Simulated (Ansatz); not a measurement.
The reference is BN in the zinc blende structure (space group F-43m, No. 216; a = 3.610 Å). Axes: x, y, z lie along the cube axes.

The values are results of r2SCAN/PAW in Ansatz (a program for electronic structure), no spin-orbit coupling, not measurements.

Strains are applied to the cell and any free atomic positions relax; under biaxial strain the out-of-plane vector relaxes too.

One change was made to it. Results:

```tsv
quantity	base	after
pressure (mean of the normal stresses, compression positive)	0.00 GPa	6.40 GPa
shortest interatomic distance	1.563 Å	1.555 Å
valley order (the lowest conduction-band minima on the path, energy above the VBM, named in the base's zone)	X along ⟨100⟩ 5.00 eV	X along [010] 4.89 eV; X along [001] 5.15 eV
```

**Question.** What was done to the base?
A) biaxial strain −0.50 %, plane normal [001], relaxed out of plane
B) biaxial strain −2.50 %, plane normal [001], relaxed out of plane
C) biaxial strain −1.50 %, plane normal [001], relaxed out of plane
D) biaxial strain −1.00 %, plane normal [001], relaxed out of plane

**Answer.** D, biaxial strain −1.00 %, plane normal [001], relaxed out of plane. For comparison, the valley order in the other runs: biaxial strain −1.50 %, plane normal [001], relaxed out of plane gives X along [010] 4.83 eV; X along [001] 5.23 eV; biaxial strain −0.50 %, plane normal [001], relaxed out of plane gives X along [010] 4.95 eV; X along [001] 5.08 eV; biaxial strain −2.50 %, plane normal [001], relaxed out of plane gives X along [010] 4.71 eV; X along [001] 5.38 eV.

The levels and masses belong to the bands next to the band gap. No phonon test of stability was made.
